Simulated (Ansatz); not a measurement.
Density of states of ZnSe (F-43m) above the conduction band minimum, Ansatz (an electronic-structure program) with HSE06, rigid bands; cell volume 44.7 Å³.

(energy from edge (eV), 10⁻³ states/eV/cell): (0.006, 1.26); (0.031, 2.81); (0.056, 3.86); (0.081, 4.72); (0.106, 5.57); (0.131, 6.36); (0.156, 7.12); (0.181, 7.85); (0.206, 8.70); (0.231, 9.57); (0.256, 10.2); (0.281, 11.0); (0.319, 12.2); (0.344, 13.2); (0.369, 14.0); (0.394, 14.9); (0.419, 15.7); (0.444, 16.7); (0.469, 17.6); (0.494, 18.4); (0.519, 19.6); (0.544, 20.4); (0.569, 21.5); (0.594, 22.8)

### Question
What effective density of states at 300 K does this give (∫ g(E) exp(−E/k_BT) dE, both spins, divided by the cell's size)?

### Answer
1.3e18 cm⁻³, a density-of-states mass of 0.142 mₑ, valleys and band degeneracy included.

Spin-orbit coupling is left out. Geometry: cell and atoms relaxed with PBEsol.
